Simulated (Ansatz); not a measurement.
Input:

End structure of the (100) surface of double perovskite Cs2AgBiBr6 in its 1x1 cell (cut with top plane Ag + Bi + 4 Br, bottom plane 2 Br + 2 Cs), relaxed from an ideal cut (the real face may reconstruct), with unlike faces, outermost plane spacing 2.85 Å in the ideal cut:

```xyz
30
Lattice="8.1188 0.0000 0.0000 0.0000 8.1188 0.0000 0.0000 0.0000 30.5000" Properties=species:S:1:pos:R:3 pbc="T T T"
Br     4.0594     4.0594     7.9734
Cs     4.0594     0.0000     8.4578
Cs     0.0000     4.0594     8.4578
Br     0.0000     0.0000     7.7307
Ag     0.0000     0.0000    10.3769
Bi     4.0594     4.0594    10.8607
Br     6.1038     6.1038    10.9288
Br     6.1038     2.0150    10.9288
Br     2.0150     6.1038    10.9288
Br     2.0150     2.0150    10.9288
Br     0.0000     0.0000    13.7826
Cs     0.0000     4.0594    13.9398
Cs     4.0594     0.0000    13.9398
Br     4.0594     4.0594    13.7494
Ag     4.0594     4.0594    16.5752
Bi     0.0000     0.0000    16.6328
Br     2.0548     2.0548    16.6954
Br     2.0548     6.0640    16.6954
Br     6.0640     2.0548    16.6954
Br     6.0640     6.0640    16.6954
Br     4.0594     4.0594    19.6915
Cs     4.0594     0.0000    19.8512
Cs     0.0000     4.0594    19.8512
Br     0.0000     0.0000    19.5128
Ag     0.0000     0.0000    22.2965
Bi     4.0594     4.0594    22.4078
Br     6.0968     6.0968    22.4399
Br     6.0968     2.0220    22.4399
Br     2.0220     6.0968    22.4399
Br     2.0220     2.0220    22.4399
```

Slab: 30 atoms, Ag3Bi3Br18Cs6, 14.4 Å thick at the start; k 3x3x1, smearing 0.025 eV, dipole-corrected; single point; on the structure that PBE left under its start's symmetry; no spin, no spin-orbit, no U.

Question: What is the computed surface energy (mean of two unlike faces) (r2SCAN, at the PBE geometry run with Ansatz, a first-principles code)?

Answer: 0.19 J/m²
